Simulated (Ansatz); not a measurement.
## Hypothetical rock salt BiP, element substitutions

The parent structure is BiP in the rock salt structure (space group Fm-3m, No. 225; a hypothetical phase, not in the database extracts checked).

```
BiP
1.0
    0.00000     2.91042     2.91042
    2.91042     0.00000     2.91042
    2.91042     2.91042     0.00000
P Bi
1 1
Direct
  0.00000   0.00000   0.00000
  0.50000   0.50000   0.50000
```

Each row replaces one element on all its sites; cell and atoms are relaxed.

The values are results of DFT with r2SCAN, PAW potentials and a 500 eV plane-wave cutoff in Ansatz (an electronic-structure program), no SOC, not measurements.

For the base:

The lattice parameter a is 5.821 Å.

Q: The aim is a lattice parameter a between 4.701 Å and 5.097 Å. Which of these changes reaches it?
A) Bi → Pt
B) P → Pt
C) P → As

A: A, Bi → Pt. It gives 4.994 Å; P → Pt gives 5.688 Å; P → As gives 5.990 Å. Changes not listed may reach it too

No phonon test of stability was made. As relaxed here, BiPt, BiAs and PtP are hypothetical phases, not in the database extracts checked. The final runs are not spin-polarised. An odd electron count without spin: BiPt and PtP.
